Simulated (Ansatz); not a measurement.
Ge (model structure, started from the C4 type, I4₁32, No. 214, 4 atoms in the cell), treated with r²SCAN (plane waves, PAW; Ansatz, a program for electronic structure).

Settings: plane-wave cutoff 560 eV, 14×14×14 k mesh, Fermi–Dirac smearing 0.05 eV, scalar-relativistic PAW data made under PBE.

Cell (relaxed at this level):

Space group I4₁32 (No. 214); a = 6.7770 Å, b = 6.7770 Å, c = 6.7770 Å, α = 90.00°, β = 90.00°, γ = 90.00°

```tsv
atom	site	symmetry	x	y	z
Ge	8a	.32	0.1250	0.1250	0.1250
```
(The calculation used a cell of 4 atoms; values per cell refer to that cell.)

**Question.** Give the computed bulk modulus.

**Answer.** 
- bulk modulus = 27.7 GPa

The run finds no gap.

Note: the bulk modulus is −V dP/dV from two relaxed cells at ±2 % in volume; the relaxation could raise the start's symmetry but not lower it, so the cell can be a saddle point.

Computed values are for the static lattice.

Cost on a shared machine: very roughly 7 core-minutes.

A model structure was made by putting elements into a prototype or built by hand; it is no filed structure, need not be a known phase, and can be a saddle point held by its symmetry.
